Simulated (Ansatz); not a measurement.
**The (201) surface of tetragonal MoSi2 in its 1x1 cell (cut with top plane Si, bottom plane Si), outermost plane spacing 0.27 Å in the ideal cut (one of several cuts of this face), with 2 Si a cell over the bulk's ratio**

The numbers are results of PBE (plane waves to 420 eV, PAW; Ansatz, a program for electronic structure), not measurements.

Set-up: 41 atoms, Mo13Si28, 10.5 Å thick at the start; mesh 12x3x1; 0.1 eV smearing; dipole correction on; all atoms relaxed; symmetry of the start imposed; no spin, no spin-orbit, no U.

```
Item                                                 Result
-----------------------------  ----------------------------
work function of the top face                       4.96 eV
energy released by relaxation                       0.73 eV
cost                           very roughly 50 core-minutes
```
